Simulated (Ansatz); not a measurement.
The starting structures come from a database of crystals and need not be the phases stable at ambient conditions.

Inside the gap of an insulator the Bloch states are evanescent, with a wavenumber k + iκ along the transport direction.

Given:

```
YN
1.0
    4.03987     0.00000     0.00000
   -2.01994     3.49863     0.00000
    0.00000     0.00000     4.92983
Y N
2 2
Direct
  0.33333   0.66667   0.75000
  0.66667   0.33333   0.25000
  0.33333   0.66667   0.25000
  0.66667   0.33333   0.75000
```

Space group of this cell: P6_3/mmc. The cell is taken as given; by r2SCAN its mean pressure is -2.1 GPa.

Transport runs along the normal of the first two printed cell vectors, the (001) plane of the conventional cell.

The gap is the functional's own, uncorrected, and κ follows it; spin-orbit coupling is left out. Mid-gap values are interpolated between the computed energies.

Task: Predict the band gap and the smallest decay constant κ at mid-gap from r2SCAN in Ansatz (an electronic-structure program).

Result: Gap 1.12 eV on a 12×12×6 mesh; κ = 0.143 1/Å, at (0.333, 0.333) of the in-plane reciprocal vectors. At the zone centre, at the nearest computed energy, the slowest state has κ = 0.15 1/Å.
